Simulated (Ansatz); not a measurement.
Base system: Na$_{3}$Sb (space group P6_3/mmc, No. 194; a = 5.3122 Å, c = 9.4529 Å). Axes: x lies along a and z along c of the hexagonal cell.

The change: uniaxial strain ε_xx = +0.75 %, all other strain components held at zero, atoms relaxed at fixed cell.

Computed with PBEsol (Ansatz, a first-principles code), no spin-orbit coupling.

Question: Give the band edges at the high-symmetry points of the new zone, measured from its valence-band maximum.

Answer: 
```tsv
point	valence edge (eV)	conduction edge (eV)
Γ	0.00	0.41
Y	-0.34	1.82
C₀	-0.92	1.38
Σ₀	-0.92	1.38
Z	-0.09	1.71
A₀	-0.50	2.36
E₀	-0.50	2.36
T	-0.55	1.43
S	-0.31	1.79
R	-0.53	1.44
```

The gap is 0.41 eV, direct at Γ.

With Sb present, leaving out spin-orbit coupling can change the band edges. Whether these cells are dynamically stable was not tested. Labels are those of the standard path for the cell's own space group.
